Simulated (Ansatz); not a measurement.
The parent structure is Al in the fcc (Cu type) structure (space group Fm-3m, No. 225; a = 3.994 Å; relaxed with 0.1 eV smearing).

Computed with r2SCAN (Ansatz, an electronic-structure program, PAW, no spin-orbit coupling).

Base values:

- Pressure: 0.0 GPa

It is then changed as follows: an isotropic linear strain of +0.50 %, atoms relaxed at fixed cell.

Problem. What does the calculation give for the pressure and energy relative to the base after the change?

Solution. The pressure goes from zero to -1.3 GPa; the energy grows by 1.0 meV/atom.

Whether these cells are dynamically stable was not tested.
